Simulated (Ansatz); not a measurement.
The starting structures come from a database of crystals and need not be the phases stable at ambient conditions.

Given:

```yaml
crystal:
  lattice:
    - [3.33360, 0.00000, 0.00000]
    - [0.00000, 5.55640, 0.00000]
    - [0.00000, 0.00000, 6.50500]
  atoms:
    - { symbol: Hf, position: [0.75000, 0.75132, 0.10787] }
    - { symbol: Hf, position: [0.25000, 0.24868, 0.89213] }
    - { symbol: Hf, position: [0.25000, 0.74868, 0.60787] }
    - { symbol: Hf, position: [0.75000, 0.25132, 0.39213] }
    - { symbol: O, position: [0.25000, 0.97921, 0.34145] }
    - { symbol: O, position: [0.75000, 0.02079, 0.65855] }
    - { symbol: O, position: [0.75000, 0.52079, 0.84145] }
    - { symbol: O, position: [0.25000, 0.47921, 0.15855] }
    - { symbol: O, position: [0.25000, 0.86050, 0.92340] }
    - { symbol: O, position: [0.75000, 0.13950, 0.07660] }
    - { symbol: O, position: [0.75000, 0.63950, 0.42340] }
    - { symbol: O, position: [0.25000, 0.36050, 0.57660] }
```

Space group of this cell: Pnma. The cell is taken as given; by r2SCAN its mean pressure is -3.4 GPa.

Method: r2SCAN (plane waves, PAW; Ansatz, a quantum-chemistry and plane-wave program).

The current runs along the normal of the first two printed vectors; no spin-orbit coupling. Scaled by the factor s: all lengths (ions clamped). Meshes 10×6×6 and 10×6 across the current in all rows.

```
s     mean pressure (GPa)  slowest mid-gap decay constant κ (1/Å)
----  -------------------  --------------------------------------
0.98                 15.9                                   0.431
1.00                 -3.4                                   0.412
1.02                -18.1                                       ?
```

Problem. Take the slope of the slowest mid-gap decay constant κ against ln s from the two given rows, extrapolate to s = 1.02, and say what the run there gives.

Solution. Slope = (0.431 − 0.412) / ln 0.98 = -0.940 1/Å. The line gives 0.412 + (-0.940) × ln 1.02 = 0.393 1/Å. The run gives 0.393 1/Å, as the line does.
